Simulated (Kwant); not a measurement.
Model system: In0.53Ga0.47As/InP stack with 2 barriers. One parabolic valley. Leads of mass 0.041 mₑ with the band edge at 0; grid 0.1 nm; bias 0 V, dropping linearly over the stack.

```csv
layer,thickness (nm),band offset (eV),mass (mₑ)
1,2.2,0.25,0.08
2,9.8,0,0.041
3,2.2,0.25,0.08
```

Constants are typed, rounded textbook-type inputs, not results; the design itself was drawn at random and stands for no fabricated device.

Computed with Kwant: one-band effective-mass tight-binding model in one dimension, coherent, no space charge.

Sweep values stay those of the base run.

Base results: transmission at E = 0.1873 eV 0.46; transmission at E = 0.3750 eV 0.55; mean transmission over the sweep 0.19; transmission at E = 0.09352 eV 0.025.

Problem. What follows from this one change: thickness of the first barrier 2.2 → 1.8 nm?

Solution. transmission at E = 0.1873 eV 0.46 → 0.60; transmission at E = 0.3750 eV 0.55 → 0.50; mean transmission over the sweep 0.19 → 0.22; transmission at E = 0.09352 eV 0.025 → 0.040.

Problem. What follows from this one change: height of the first barrier 0.25 → 0.15 eV?

Solution. transmission at E = 0.1873 eV 0.46 → 0.40; transmission at E = 0.3750 eV 0.55 → 0.79; mean transmission over the sweep 0.19 → 0.27; transmission at E = 0.09352 eV 0.025 → 0.057.

Problem. What follows from this one change: mass in the first barrier 0.08 → 0.1 mₑ?

Solution. transmission at E = 0.1873 eV 0.46 → 0.29; transmission at E = 0.3750 eV little changed (0.55); mean transmission over the sweep 0.19 → 0.16; transmission at E = 0.09352 eV 0.025 → 0.018.
